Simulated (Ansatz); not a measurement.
Density of states of monolayer WS2 above the conduction band minimum, HSE06, rigid bands run with Ansatz (a first-principles code); cell area 8.80 Å².

| energy from edge (eV) | 10⁻³ states/eV/cell |
|---|---|
| 0.006 | 196 |
| 0.031 | 202 |
| 0.056 | 216 |
| 0.081 | 230 |
| 0.106 | 230 |
| 0.131 | 237 |
| 0.156 | 246 |
| 0.181 | 244 |
| 0.206 | 256 |
| 0.231 | 263 |
| 0.256 | 274 |
| 0.281 | 281 |
| 0.319 | 301 |
| 0.344 | 1740 |
| 0.369 | 1840 |
| 0.394 | 1880 |
| 0.419 | 1990 |
| 0.444 | 2000 |
| 0.469 | 2120 |
| 0.494 | 2250 |
| 0.519 | 2350 |
| 0.544 | 2550 |
| 0.569 | 2800 |
| 0.594 | 3220 |

What effective density of states at 300 K does this give (∫ g(E) exp(−E/k_BT) dE, both spins, divided by the cell's size)?

6.0e12 cm⁻².

Spin-orbit coupling is left out; with 5d elements it also splits d-like band edges. Geometry: cell and atoms relaxed with PBE.
